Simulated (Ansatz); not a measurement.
Structures of equal composition on the (0001) surface of hcp Ti: a pseudomorphic layer of Ge in the host's stacking; a pseudomorphic layer of Ge in the other hollow. The slabs share one bottom face, and each structure is named by its start. These are constructed structures in small cells; real faces may alloy, dewet or reconstruct in larger ones, and not all known structures of the face are among them. Slabs of about 12 Å with all that they carry, Fermi-Dirac smearing of 0.1 eV. Bottom of the slabs: a bare face, its two planes held. Relaxed from the named starts with such symmetry as they have, on meshes of like density; energies extrapolated to zero smearing; no spin-orbit coupling, no U. Spin-polarised runs, if any, are marked in brackets, and their order is one that fits the cell; the others ran without spin.

Level of theory: PBE (plane waves to 420 eV, PAW; Ansatz, a first-principles code).

Question: Order them by energy per 1x1 cell (lowest first) at the level PBE.

Answer: a pseudomorphic layer of Ge in the other hollow (0.000 eV), a pseudomorphic layer of Ge in the host's stacking (0.035 eV)
